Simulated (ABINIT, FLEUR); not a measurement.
A FLEUR input for a self-consistent single point of NbFeB (P-6m2, 3 atoms in the cell) (DFT, PBEsol, all-electron FLAPW (FLEUR), scalar-relativistic valence):

Input of the input generator:

```
NbFeB FLAPW
&input film=f /
3.6113291989 0.0000002038 0.0000000000
-1.8056647760 3.1275027258 0.0000000000
0.0000000000 0.0000000000 2.8988790000
1.8897261246
1.0 1.0 1.0

3
41 0.0000000000 0.0000000000 0.0000000000
26 0.3333333333 0.6666666667 0.5000000000
5 0.6666666667 0.3333333333 0.5000000000

&comp jspins=1 /
&exco xctyp='PBEs' /
&kpt div1=14 div2=14 div3=15 gamma=t /
&end /
```

```xml
<?xml version="1.0" encoding="UTF-8" standalone="no"?>
<fleurInput fleurInputVersion="0.39">
   <comment>
      NbFeB FLAPW                                                                                         
   </comment>
   <calculationSetup>
      <cutoffs Kmax="4.4" Gmax="17.6" GmaxXC="17.6" numbands="0"/>
      <scfLoop itmax="100" minDistance="0.00001" maxIterBroyd="99" imix="Anderson" alpha="0.05" precondParam="0.0" spinf="2.0"/>
      <coreElectrons ctail="T" frcor="F" kcrel="0" coretail_lmax="0"/>
      <xcFunctional name="PBEs" relativisticCorrections="F"/>
      <magnetism jspins="1"/>
      <soc l_soc="F" theta="0.0" phi="0.0" spav="F"/>
      <expertModes spex="0" secvar="F"/>
      <geometryOptimization l_f="T" forcealpha="1.0" forcemix="BFGS" epsdisp="0.00001" epsforce="0.00001"/>
      <ldaU l_linMix="F" mixParam="0.05" spinf="1.0"/>
   </calculationSetup>
   <cell>
      <bzIntegration valenceElectrons="32.0" mode="hist" fermiSmearingEnergy="0.00499791">
         <kPointListSelection listName="default-1"/>
         <!-- k-points included here -->
         <xi:include xmlns:xi="http://www.w3.org/2001/XInclude" href="kpts.xml"> </xi:include>
      </bzIntegration>
      <!-- symmetry operations included here -->
      <xi:include xmlns:xi="http://www.w3.org/2001/XInclude" href="sym.xml"> </xi:include>
      <bulkLattice scale="1.0">
         <bravaisMatrix>
            <row-1>    6.8244231316921189     0.0000003851261842     0.0000000000000000</row-1>
            <row-2>   -3.4122118994772070     5.9101236057019699     0.0000000000000000</row-2>
            <row-3>    0.0000000000000000     0.0000000000000000     5.4780873783543234</row-3>
         </bravaisMatrix>
      </bulkLattice>
   </cell>
   <atomSpecies>
      <species name="Niobium (Nb)" element="Nb" atomicNumber="41">
         <mtSphere radius="2.29" gridPoints="791" logIncrement="0.016"/>
         <atomicCutoffs lmax="8" lnonsphr="6"/>
         <electronConfig flipSpins="F">
            <coreConfig>(1s1/2) (2s1/2) (2p1/2) (2p3/2) (3s1/2) (3p1/2) (3p3/2) (3d3/2) (3d5/2)</coreConfig>
            <valenceConfig>(4s1/2) (4p1/2) (4p3/2) (5s1/2) (4d3/2) (4d5/2)</valenceConfig>
            <stateOccupation state="(5s1/2)" spinUp="0.5" spinDown="0.5"/>
            <stateOccupation state="(4d3/2)" spinUp="0.8" spinDown="0.8"/>
            <stateOccupation state="(4d5/2)" spinUp="1.2" spinDown="1.2"/>
         </electronConfig>
         <energyParameters s="5" p="5" d="4" f="4"/>
         <lo type="SCLO" l="0" n="4" eDeriv="0"/>
         <lo type="SCLO" l="1" n="4" eDeriv="0"/>
      </species>
      <species name="Iron (Fe)" element="Fe" atomicNumber="26">
         <mtSphere radius="2.29" gridPoints="791" logIncrement="0.015"/>
         <atomicCutoffs lmax="8" lnonsphr="6"/>
         <electronConfig flipSpins="F">
            <coreConfig>(1s1/2) (2s1/2) (2p1/2) (2p3/2)</coreConfig>
            <valenceConfig>(3s1/2) (3p1/2) (3p3/2) (4s1/2) (3d3/2) (3d5/2)</valenceConfig>
            <stateOccupation state="(3d3/2)" spinUp="1.2" spinDown="1.2"/>
            <stateOccupation state="(3d5/2)" spinUp="1.8" spinDown="1.8"/>
         </electronConfig>
         <energyParameters s="4" p="4" d="3" f="4"/>
         <lo type="SCLO" l="0" n="3" eDeriv="0"/>
         <lo type="SCLO" l="1" n="3" eDeriv="0"/>
      </species>
      <species name="Boron (B)" element="B" atomicNumber="5">
         <mtSphere radius="1.36" gridPoints="471" logIncrement="0.021"/>
         <atomicCutoffs lmax="6" lnonsphr="4"/>
         <electronConfig flipSpins="F">
            <coreConfig>(1s1/2)</coreConfig>
            <valenceConfig>(2s1/2) (2p1/2) (2p3/2)</valenceConfig>
            <stateOccupation state="(2p1/2)" spinUp="0.1666666666667" spinDown="0.1666666666667"/>
            <stateOccupation state="(2p3/2)" spinUp="0.3333333333333" spinDown="0.3333333333333"/>
         </electronConfig>
         <energyParameters s="2" p="2" d="3" f="4"/>
      </species>
   </atomSpecies>
   <atomGroups>
      <atomGroup species="Niobium (Nb)">
         <relPos label="                   1">.0000000000 .0000000000 .0000000000</relPos>
         <force calculate="T" relaxXYZ="TTT"/>
      </atomGroup>
      <atomGroup species="Iron (Fe)">
         <relPos label="                   2">1.000/3.000 -1.000/3.000 1.000/2.000</relPos>
         <force calculate="T" relaxXYZ="TTT"/>
      </atomGroup>
      <atomGroup species="Boron (B)">
         <relPos label="                   3">-1.000/3.000 1.000/3.000 1.000/2.000</relPos>
         <force calculate="T" relaxXYZ="TTT"/>
      </atomGroup>
   </atomGroups>
   <output dos="F" band="F" slice="F">
      <checks vchk="F" cdinf="F"/>
      <bandDOS minEnergy="-.5*Htr" maxEnergy="0.5*Htr" sigma="0.015" storeEVData="T"/>
      <vacuumDOS vacdos="F" integ="F" star="F" nstars="0" locx1="0.0" locy1="0.0" locx2="0.0" locy2="0.0" nstm="0" tworkf="0.0"/>
      <unfoldingBand unfoldBand="F" supercellX="1" supercellY="1" supercellZ="1"/>
      <plotting iplot="0" polar="F">
         <plot TwoD="T" vec1="  1.0  0.0  0.0" vec2="  0.0  1.0  0.0" vec3="  0.0  0.0  1.0" zero="  0.0  0.0  0.0" file="plot"/>
      </plotting>
      <chargeDensitySlicing numkpt="0" minEigenval="0.0" maxEigenval="0.0" nnne="0" pallst="F"/>
      <specialOutput eonly="F"/>
      <magneticCircularDichroism mcd="F" energyLo="-10.0" energyUp="0.0"/>
   </output>
  <!-- We include the file relax.xml here to enable relaxations (see documentation) -->
  <xi:include xmlns:xi="http://www.w3.org/2001/XInclude" href="relax.xml"> <xi:fallback/> </xi:include>
</fleurInput>
```

**Question.** Give the ABINIT input for the same structure, mesh, smearing and functional.

**Answer.** One input that does it (others would too):

```
# NbFeB, JTH v2.0 PBE PAW
pp_dirpath "./"
pseudos "Nb.GGA_PBE-JTH.xml, Fe.GGA_PBE-JTH.xml, B.GGA_PBE-JTH.xml"
acell 3*1.0 Angstrom
rprim
         3.6113291989    0.0000002038    0.0000000000
        -1.8056647760    3.1275027258    0.0000000000
         0.0000000000    0.0000000000    2.8988790000
natom 3
ntypat 3
znucl 41 26 5
typat 1 2 3
xred
         0.0000000000    0.0000000000    0.0000000000
         0.3333333333    0.6666666667    0.5000000000
         0.6666666667    0.3333333333    0.5000000000
ecut 30
pawecutdg 60
pawxcdev 0
ixc -116133
occopt 3
tsmear 0.136 eV
nband 22
kptopt 1
ngkpt 14 14 15
nshiftk 1
shiftk 0 0 0
nstep 100
tolvrs 1.0e-12
prtwf 0
prtden 0
enunit 2
```

Basis settings and potentials, where a program has them, do not carry over. This input uses DFT, PBEsol, plane waves, PAW (JTH v2.0 PBE PAW, files made for PBE).

The starting cell comes from a database of computed structures (which also holds hypothetical and non-ambient phases and stackings), without a prior relaxation at this level. For this run, on top of that: lattice scaled by 0.98.
